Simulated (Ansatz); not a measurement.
Take Si in the diamond structure (space group Fd-3m, No. 227; a = 5.4338 Å) as the base.

Levels (all Ansatz, a program for electronic structure, PAW): PBEsol (420 eV, no SOC); r2SCAN (500 eV, spin-orbit coupling left out).

The geometry is relaxed with PBEsol.

| Quantity | Result |
|---|---|
| PBEsol electron mass | 0.93 mₑ along k, 0.19 mₑ across (off the special points) |
| PBEsol pressure | -0.01 GPa |
| PBEsol lowest conduction level above the VBM at special points | X 0.60 eV; K 1.10 eV; U 1.10 eV; L 1.46 eV |

With r2SCAN at the same geometry, the electron mass goes from 0.93 mₑ along k, 0.19 mₑ across (off the special points) to 0.91 mₑ along k, 0.19 mₑ across (off the special points); the pressure goes up by 0.572 GPa to 0.57 GPa; the lowest conduction level above the VBM at special points becomes X 0.91 eV; K 1.42 eV; U 1.42 eV; L 1.87 eV (PBEsol: X 0.60 eV; K 1.10 eV; U 1.10 eV; L 1.46 eV).

Single points use the geometry relaxed with PBEsol. Their cutoffs differ, which shifts pressures a little. The levels and masses belong to the bands next to the band gap. Effective masses come from finite differences of ±0.01 Å⁻¹. Along k means along the line from Γ to the band edge. Whether these cells are dynamically stable was not tested.
